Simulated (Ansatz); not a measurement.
TiO2 under a change: biaxial strain +0.60 %, plane normal [001], relaxed out of plane

Consider TiO2 in the rutile structure (space group P4_2/mnm, No. 136; a = 4.591 Å, c = 2.939 Å). Axes: x, y, z lie along a, b, c of the conventional cell.

The change: biaxial strain +0.60 %, plane normal [001], relaxed out of plane (Cartesian); in-plane vectors clamped, the third vector and the atoms free.

Level of theory: PBEsol in Ansatz (plane waves to 420 eV, PAW, without spin-orbit coupling). k-mesh 7×7×11 (Γ-centred); smearing 0.05 eV (Fermi–Dirac).

| quantity | base | changed | shift |
|---|---|---|---|
| volume per atom | 10.33 Å³ | 10.41 Å³ | +0.08 Å³ |
| space group | P4_2/mnm (No. 136) | P4_2/mnm (No. 136) | – |
| shortest interatomic distance | 1.942 Å | 1.942 Å | 0.000 Å |
| pressure (mean of the normal stresses, compression positive) | 0.00 GPa | -1.44 GPa | -1.44 GPa |
| band gap | 1.87 eV | 1.88 eV | +0.01 eV |
| gap character | direct at Γ | direct at Γ | – |
| width of the top valence band | 1.65 eV | 1.62 eV | -0.03 eV |
| electron mass | 0.54 mₑ along c, 1.1 mₑ across (at Γ) | 0.54 mₑ out of plane, 1.1 mₑ in plane (at Γ) | – |
| valence-band top at Γ (three highest levels, from the VBM) | 0.00, -0.45, -0.45 eV | 0.00, -0.43, -0.43 eV | – |
| out-of-plane strain | – | -0.38 % | – |

Effective masses come from finite differences of ±0.01 Å⁻¹. Whether these cells are dynamically stable was not tested. All final runs are without spin polarisation.

Ansatz is an electronic-structure program.
